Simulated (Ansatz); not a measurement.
# Al (Fm-3m): band-structure transport figures

Given:

```
CELL_PARAMETERS angstrom
      0.00000     2.00937     2.00937
      2.00937     0.00000     2.00937
      2.00937     2.00937     0.00000
ATOMIC_POSITIONS crystal
  Al 0.00000 0.00000 0.00000
```

The numbers are results of PBEsol, rigid bands (plane waves, PAW, scalar-relativistic; Ansatz, an electronic-structure program), not measurements. How the cell was made: cell and atoms relaxed with PBEsol.

```yaml
density of states at the Fermi level: 0.406 states/(eV·cell), both spins
bare Sommerfeld coefficient: 0.96 mJ/(mol of atoms·K²)
drude_plasma_energy: 12.4 eV
root-mean-square Fermi velocity: 1.5e6 m/s
resistivity times τ: 3.2 ×10⁻²² Ω·m·s
```

A metal at this level (no band gap); rigid bands, thermally averaged at 300 K, both spins. Spin-orbit coupling is left out. τ is one relaxation time for all states.
